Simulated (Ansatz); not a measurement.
The reference is Hf in the hcp (Mg type) structure (space group P6_3/mmc, No. 194; a = 3.117 Å, c = 4.950 Å; relaxed with 0.1 eV smearing). Axes: x lies along a and z along c of the hexagonal cell.

Level of theory: LDA/PAW in Ansatz (a program for electronic structure), scalar-relativistic without spin-orbit coupling.

Modification: uniaxial strain ε_xx = +3.00 %, all other strain components held at zero; the atoms relax in the strained cell.

Q: Predict the stress tensor and what it implies for the stiffness.

A: Stress of the strained cell less that of the base (GPa, compression positive):
```
   -5.0     0.0     0.0
    0.0    -2.5     0.0
    0.0     0.0    -2.4
```

Then −Δσ_ii/ε with ε = 0.0300 gives secant stiffness values (nonlinear terms included at this strain): C11 ≈ 167 GPa, C12 ≈ 83 GPa and C13 ≈ 80 GPa.

As a check, the harmonic strain energy −½ V₀ Δσ:ε is 9.8 meV/atom; the computed energy rise is 10 meV/atom.

Whether these cells are dynamically stable was not tested. The final runs are not spin-polarised.
